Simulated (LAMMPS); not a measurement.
Quenches at 1e+13 K/s across the composition of Al (fcc) with a share x of Al sites Co; each row starts from its own melt temperature.

All values are model results, not measurements: classical MD, pair style eam/alloy, file CoAl.eam.alloy (LAMMPS).

```json
[
 {"x": "0.1", "density": "2.98 g/cm³ (one sample)", "state": "glass"},
 {"x": "0.25", "density": "3.84 g/cm³ (one sample)", "state": "glass"},
 {"x": "0.5", "density": "5.57 g/cm³ (one sample)", "state": "glass"},
 {"x": "0.75", "density": "7.33 g/cm³ (one sample)", "state": "crystallised"},
 {"x": "0.9", "density": "8.16 g/cm³ (one sample)", "state": "crystallised"}
]
```

Caution (rows 0.75; 0.9): the cell keeps the atom count and shape of the starting crystal, which eases freezing.
